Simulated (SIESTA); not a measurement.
## A self-consistent single point of CdHgSe2 (R3m, 4 atoms in the cell) with SIESTA

Method of the run: GGA PBEsol, numerical atomic orbitals DZP, PseudoDojo PBEsol standard norm-conserving potentials (rewritten from UPF to PSML) in SIESTA.

This input was run:

```
# files in the folder: Cd.psml Hg.psml Se.psml (PseudoDojo PBEsol standard)
SystemName  CdHgSe2
SystemLabel siesta

NumberOfAtoms                4
NumberOfSpecies              3
%block ChemicalSpeciesLabel
  1 48 Cd
  2 80 Hg
  3 34 Se
%endblock ChemicalSpeciesLabel
LatticeConstant              1.0 Bohr
%block LatticeVectors
     4.101450243    2.367972343   13.381245175
    -4.101450243    2.367972343   13.381245175
     0.000000000   -4.735944686   13.381245175
%endblock LatticeVectors
AtomicCoordinatesFormat      Fractional
%block AtomicCoordinatesAndAtomicSpecies
     0.502684000    0.502684000    0.502684000  1
     0.999853000    0.999853000    0.999853000  2
     0.874203000    0.874203000    0.874203000  3
     0.375600000    0.375600000    0.375600000  3
%endblock AtomicCoordinatesAndAtomicSpecies

XC.functional                GGA
XC.authors                   PBEsol
PAO.BasisSize                DZP
PAO.EnergyShift              0.01 Ry
MeshCutoff                   400 Ry
%block kgrid.MonkhorstPack
    4   0   0  0.0
    0   4   0  0.0
    0   0   4  0.0
%endblock kgrid.MonkhorstPack
OccupationFunction           MP
OccupationMPOrder            0
ElectronicTemperature        1160.45 K

MaxSCFIterations             150
SCF.Mixer.Method             Pulay
SCF.Mixer.Weight             0.25
SCF.Mixer.History            6
SCF.DM.Tolerance             1.0E-05
Diag.ParallelOverK           true
WriteForces                  true
Charge.Mulliken              end
```

Log, with long lists cut:

```
reinit: Reading from file input.fdf

reinit: System Name: CdHgSe2
reinit: System Label: siesta

coor:   Atomic-coordinates input format  =     Fractional

siesta: Atomic coordinates (Bohr) and species
siesta:      0.00000   0.00000  20.17961  1        1
siesta:      0.00000   0.00000  40.13783  2        2
siesta:      0.00000   0.00000  35.09377  3        3
siesta:      0.00000   0.00000  15.07799  3        4

siesta: System type = bulk

initatomlists: Number of atoms, orbitals, and projectors:      4    74    79

siesta: ******************** Simulation parameters ****************************
redata: Spin configuration                          = none
redata: Time-Reversal Symmetry                      = T
redata: Number of Atomic Species                    =        3
redata: Mesh Cutoff                                 =   400.0000 Ry
redata: Net charge of the system                    =     0.0000 |e|
redata: Min. number of SCF Iter                     =        0
redata: Max. number of SCF Iter                     =      150
redata: SCF convergence failure will abort job
redata: SCF mix quantity                            = Hamiltonian
redata: Mix DM or H after convergence               =   F
redata: Recompute H after scf cycle                 =   F
redata: Mix DM in first SCF step                    =   T
redata: No kicks to SCF
redata: DM Mixing Weight for Kicks                  =     0.5000
redata: Require Harris convergence for SCF          =   F
redata: Harris energy tolerance for SCF             =     0.000100 eV
redata: Require DM convergence for SCF              =   T
redata: DM tolerance for SCF                        =     0.000010
redata: Require EDM convergence for SCF             =   F
redata: EDM tolerance for SCF                       =     0.001000 eV
redata: Require H convergence for SCF               =   T
redata: Hamiltonian tolerance for SCF               =     0.001000 eV
   [... lines left out ...]
diag: Used triangular part                          = Lower
diag: Absolute tolerance                            =  0.100E-15
diag: Orthogonalization factor                      =  0.100E-05
diag: Memory factor                                 =  1.0000

superc: Internal auxiliary supercell:     5 x     5 x     5  =     125
superc: Number of atoms, orbitals, and projectors:    500   9250   9875

                        Single-point calculation

superc: Internal auxiliary supercell:     5 x     5 x     5  =     125
superc: Number of atoms, orbitals, and projectors:    500   9250   9875

outcell: Unit cell vectors (Ang):
        2.170394    1.253077    7.081050
       -2.170394    1.253077    7.081050
        0.000000   -2.506154    7.081050

outcell: Cell vector modules (Ang)   :    7.511463    7.511463    7.511463
outcell: Cell angles (23,13,12) (deg):     33.5895     33.5895     33.5895
outcell: Cell volume (Ang**3)        :    115.5487
new_DM -- step:     1
Initializing Density Matrix...

Attempting to read DM from file... Failed...
DM filled with atomic data:

InitMesh: MESH = 90 x 90 x 90 = 729000
InitMesh: Mesh cutoff (required, used) =   400.000   446.469 Ry

stepf: Methfessel-Paxton step function
       Using Hermite-Gauss polynomials of order  0
        iscf     Eharris(eV)        E_KS(eV)     FreeEng(eV)     dDmax    Ef(eV) dHmax(eV)
   scf:    1   -15771.986219   -15841.564881   -15841.582431  0.748403 -0.162459 46.896437
   scf:    2   -15899.738171   -15883.814311   -15883.815951  0.968720 -2.871365  8.228714
   scf:    3   -15886.127271   -15885.167744   -15885.169056  0.120219 -3.036324  2.969344
   scf:    4   -15885.478302   -15885.380921   -15885.383272  0.085880 -3.166610  0.816619
   scf:    5   -15885.382051   -15885.386515   -15885.388748  0.045236 -3.334612  0.431423
   scf:    6   -15885.391741   -15885.389431   -15885.391744  0.008375 -3.314200  0.174184
   scf:    7   -15885.390435   -15885.390169   -15885.392636  0.006866 -3.307961  0.028390
   scf:    8   -15885.390132   -15885.390155   -15885.392666  0.003473 -3.313401  0.004610
   scf:    9   -15885.390152   -15885.390154   -15885.392668  0.000351 -3.313847  0.001917
   scf:   10   -15885.390155   -15885.390155   -15885.392668  0.000290 -3.314369  0.000134
   scf:   11   -15885.390155   -15885.390155   -15885.392668  0.000008 -3.314388  0.000099
SCF Convergence by DM+H criterion
max |DM_out - DM_in|         :     0.0000081416
max |H_out - H_in|      (eV) :     0.0000993766
SCF cycle converged after 11 iterations

Using DM_out to compute the final energy and forces

siesta: E_KS(eV) =           -15885.3902

siesta: E_KS - E_eggbox =    -15885.3902

siesta: Atomic forces (eV/Ang):
     1    0.000000   -0.000003   -0.336719
     2   -0.000000   -0.000003    0.106680
     3   -0.000000    0.000003    0.198057
     4   -0.000000    0.000002    0.031284
   Tot   -0.000000   -0.000001   -0.000699
   Max    0.336719
   Res    0.117248    sqrt( Sum f_i^2 / 3N )
   Max    0.336719    constrained

Stress tensor Voigt[x,y,z,yz,xz,xy] (kbar):       21.26       21.26       35.17       -0.00       -0.00        0.00
(Free)E + p*V (eV/cell)   -15887.2605
Target enthalpy (eV/cell)   -15885.3927

siesta: Program's energy decomposition (eV):
siesta: Ebs     =     -2585.100339
siesta: Eions   =     19793.471358
siesta: Ena     =      1822.432343
siesta: Ekin    =      7260.544736
siesta: Enl     =     -2601.158636
siesta: Eso     =         0.000000
siesta: Edftu   =         0.000000
siesta: DEna    =       126.978762
siesta: DUscf   =         7.258406
siesta: DUext   =         0.000000
siesta: Ex      =     -2550.104552
siesta: Ec      =      -157.869855
siesta: Exc     =     -2707.974407
siesta: Eharris =    -15885.390155
siesta: Etot    =    -15885.390155
siesta: FreeEng =    -15885.392668

siesta: Atomic forces (eV/Ang):
siesta:      1    0.000000   -0.000003   -0.336719
siesta:      2   -0.000000   -0.000003    0.106680
siesta:      3   -0.000000    0.000003    0.198057
siesta:      4   -0.000000    0.000002    0.031284
siesta: ----------------------------------------
siesta:    Tot   -0.000000   -0.000001   -0.000699

siesta: Stress tensor (static) (eV/Ang**3):
siesta:     0.013272    0.000000   -0.000000
siesta:     0.000000    0.013271   -0.000000
siesta:    -0.000000   -0.000000    0.021951

siesta: Cell volume =        115.548750 Ang**3

siesta: Pressure (static):
siesta:                Solid            Molecule  Units
   [... lines left out ...]
siesta:         -25.89839080        -37.95286791  kBar
   [... lines left out ...]
              0.380   1.870   1.893   1.861   1.893   1.870   0.088   0.068

              0.096   0.068   0.088

Species: Hg
Atom  Qatom  Qorb
               5s      6s      6s      5py     5pz     5px     6py     6pz
               6px     5dxy    5dyz    5dz2    5dxz    5dx2-y2 5dxy    5dyz
               5dz2    5dxz    5dx2-y2
   2 19.185   2.007   1.388  -0.516   1.999   1.999   1.999   0.186   0.178
              0.186   1.865   1.855   1.880   1.855   1.865   0.086   0.094

              0.077   0.094   0.086

Species: Se
Atom  Qatom  Qorb
               4s      4s      4py     4pz     4px     4py     4pz     4px
               3dxy    3dyz    3dz2    3dxz    3dx2-y2 4dxy    4dyz    4dz2
               4dxz    4dx2-y2
   3 16.344   1.681   0.084   1.329   1.590   1.329   0.089  -0.080   0.089
              2.001   2.001   2.001   2.001   2.001   0.040   0.050   0.046

              0.050   0.040
   4 16.655   1.790   0.038   1.638   1.591   1.638  -0.114  -0.072  -0.114
              2.001   2.001   2.001   2.001   2.001   0.052   0.048   0.056

              0.048   0.052

mulliken: Qtot =       72.000

Mulliken Atomic Populations:
Atom #   charge [q] valence [e]  Species
     1     0.183397   19.816603  Cd
     2     0.814914   19.185086  Hg
     3    -0.343619   16.343619  Se
     4    -0.654692   16.654692  Se
 Total     0.000000
```

The run converged in 11 iterations.

The starting cell comes from a database of computed structures (which also holds hypothetical and non-ambient phases and stackings), without a prior relaxation at this level. Its lattice was rescaled by up to half a per cent. One atom was moved a little off its site on purpose. Values carry the incompleteness of an atom-centred basis.

Cost on one core of a shared machine: roughly 90 s.
